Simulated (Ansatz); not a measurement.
Worked calculations on one periodic cell of amorphous Si$_{24}$O$_{49}$K$_{2}$: Si24O49K2, 75 atoms, volume 1177.4 Å³, made by a melt-quench on the CHGNet potential and relaxed with DFT. O atoms were pushed apart under 1.9 Å during the dynamics, to hinder bonds among them. It is a model cell: composition and starting density were chosen by hand, and all elements were melted together. Cycles of charging were run to anneal it. These are PBE, scalar-relativistic without spin-orbit coupling (plane waves to 420 eV, PAW; Ansatz, a program for electronic structure) values and carry that method's errors. Sampling: a 2×2×2 Γ-centred mesh; Fermi-Dirac width 0.02 eV; no spin polarisation. Its volume was relaxed, its shape was held as a cube, and it stands at a mean pressure of 0.0 GPa with stress components up to 2.8 GPa; the relaxation ran on the zone centre alone. Its density went from a set 2.21 to 2.17 g/cm³. The cell is small and was quenched far faster than a real film, so it is one sample of the glass.

Four energies for an added electron at PBE on the zone centre alone (charged cells in a uniform background, spin-polarised): neutral at the neutral geometry -46216.628 eV; charged at the neutral geometry -46210.621 eV; charged and relaxed -46210.639 eV; neutral at the charged geometry -46216.608 eV.

Problem. Find the two relaxation energies and their sum, the reorganisation energy.

Solution. On charging: -46210.621 − (-46210.639) = 0.018 eV. On discharging: -46216.608 − (-46216.628) = 0.020 eV. The sum is 0.038 eV. The carrier's level spreads over 65 of the 75 atoms' worth, more than a fifth of the atoms or a third of the atoms of its main element (six at least), and the sum is small, so it counts as a band carrier, whose relaxation energy shrinks as the cell grows. PBE's self-interaction favours spread-out carriers, so a hybrid can localise more.

Four energies for a hole at PBE on the zone centre alone (charged cells in a uniform background, spin-polarised): neutral at the neutral geometry -46216.628 eV; charged at the neutral geometry -46218.245 eV; charged and relaxed -46218.710 eV; neutral at the charged geometry -46216.022 eV.

Problem. Find the two relaxation energies and their sum, the reorganisation energy.

Solution. On charging: -46218.245 − (-46218.710) = 0.465 eV. On discharging: -46216.022 − (-46216.628) = 0.606 eV. The sum is 1.071 eV. The carrier's level spreads over 3 of the 75 atoms' worth, so it counts as localised, most on one O atom with neighbours Si 1.57 Å, K 2.56 Å, K 2.64 Å (neutral geometry). The values are uncorrected: the image energy of a point charge in this cell, 2.84 × 14.40 / (2 × 10.6) = 1.9 eV before screening, is screened by electrons alone at the fixed geometry and by ions too after relaxing, and the carrier can be spread before it relaxes, so each term can be off by up to that value times 1/ε∞, some tenths of an eV. PBE's self-interaction favours spread-out carriers, so a hybrid can localise more.
